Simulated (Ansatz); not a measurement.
# What uniaxial strain ε_zz = +4.57 % does to hypothetical P-3m1 Ba3As2

Consider Ba$_{3}$As$_{2}$ (space group P-3m1, No. 164; a = 5.583 Å, c = 7.076 Å; a hypothetical phase, not in the database extracts checked). Axes: x lies along a and z along c of the hexagonal cell.

One thing is altered: the cell is stretched by 4.57 % along z with no lateral relaxation; the atoms relax in the strained cell.

Computed with r2SCAN in Ansatz (plane waves to 500 eV, PAW, scalar-relativistic without spin-orbit coupling). Settings: 7×7×5 k-points, 0.05 eV Fermi–Dirac smearing.

| quantity | base | changed | shift |
|---|---|---|---|
| shortest interatomic distance | 3.283 Å | 3.296 Å | +0.013 Å |
| energy relative to the base (free energy F) | 0 meV/atom | +6.9 meV/atom | +6.9 meV/atom |
| pressure (mean of the normal stresses, compression positive) | 0.00 GPa | -1.04 GPa | -1.047 GPa |
| band gap | 0.59 eV | 0.86 eV | +0.27 eV |
| gap character | indirect, Γ → K | indirect, Γ → K | – |
| smallest direct gap | 0.77 eV | 1.00 eV | +0.23 eV |
| width of the top valence band | 0.81 eV | 0.67 eV | -0.14 eV |
| electron mass | 0.41 mₑ (at K) | 0.52 mₑ along z, 0.47 mₑ across (at K) | – |
| hole mass | 0.18 mₑ along c, 1.0 mₑ across (at Γ) | 0.21 mₑ along z, 1.8 mₑ across (at Γ) | – |
| valence-band top at Γ (three highest levels, from the VBM) | 0.00, -1.00, -1.00 eV | 0.00, -0.87, -0.87 eV | – |
| valley order (the lowest conduction-band minima on the path, energy above the VBM, named in the base's zone) | K (1/3, 1/3, 0) 0.59 eV; Γ 1.21 eV | K (1/3, 1/3, 0) 0.86 eV; Γ 1.37 eV | – |
| largest internal atomic displacement | – | 0.065 Å | – |
| stress (xx, yy, zz, yz, xz, xy; compression positive) | – | (-1.00, -1.00, -1.13, 0.00, 0.00, 0.00) GPa | – |

Final structure:

```yaml
crystal:
  lattice:
    - [5.58279, 0.00000, 0.00000]
    - [-2.79140, 4.83484, 0.00000]
    - [0.00000, 0.00000, 7.39969]
  atoms:
    - { symbol: As, position: [0.33333, 0.66667, 0.21987] }
    - { symbol: As, position: [0.66667, 0.33333, 0.78013] }
    - { symbol: Ba, position: [0.00000, 0.00000, 0.00000] }
    - { symbol: Ba, position: [0.33333, 0.66667, 0.68717] }
    - { symbol: Ba, position: [0.66667, 0.33333, 0.31283] }
```

Masses are band curvatures over ±0.01 Å⁻¹ around the edge. Whether these cells are dynamically stable was not tested.

Ansatz is an electronic-structure program.
